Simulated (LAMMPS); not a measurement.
LAMMPS 22 Jul 2025, classical MD, AIREBO (CH.airebo): C, 1000 atoms.

```json
{
  "task": "MD, nve",
  "potential": "AIREBO, CH.airebo",
  "copies_of_the_repeat_unit": "5×5×5",
  "shape (slab and sphere leave vacuum in the box)": "bulk",
  "neighbor_skin": "2 Å",
  "neigh_modify": "every 1 delay 0 check yes",
  "newton": "on (default)",
  "atom_modify sort (bins of 2 Å where set)": "1000 (default)",
  "comm_style": "brick (default)",
  "box": "17.8 × 17.8 × 17.8 Å",
  "start": "generated diamond lattice, warmed in an untimed run"
}
```

All runs start from one configuration, warmed at this fixed volume for 300 steps under a thermostat at 2000 K. The run at the shortest step has a mean temperature of 2000 K and a mean pressure of 12.7 GPa.

Each run covers about 0.40 ps at constant energy (mean temperature 2000 K at the shortest step); σ is the standard deviation over the printed steps. One run each, on a shared machine, so no times are given.

Steps tried: 0.5 fs, 1 fs, 2 fs, 2.5 fs, 4 fs, 5 fs, 8 fs, 10 fs, 16 fs, 20 fs, 32 fs.

Q: Up to which step does the ratio σ(E total)/σ(E kinetic) stay under 2 %, and what happens beyond?

A: 0.5 fs. The run fails or blows up at 4 fs, 5 fs, 8 fs, 10 fs, 16 fs, 20 fs, 32 fs.

| time step | σ(E total)/σ(E kinetic) | last minus first total energy (meV/atom) | mean temperature (K) |
|---|---|---|---|
| 0.5 fs | 0.0054 | +0.022 | 2000 |
| 1 fs | 0.038 | +0.61 | 1990 |
| 2 fs | 0.78 | +15 | 1980 |
| 2.5 fs | 1.3 | +27 | 1980 |
| 4 fs | stops: Lost atoms | — | — |
| 5 fs | stops: Lost atoms | — | — |
| 8 fs | stops: Lost atoms | — | — |
| 10 fs | stops: Lost atoms | — | — |
| 16 fs | stops: Lost atoms | — | — |
| 20 fs | stops: Lost atoms | — | — |
| 32 fs | stops: Lost atoms | — | — |

The bar is a choice.
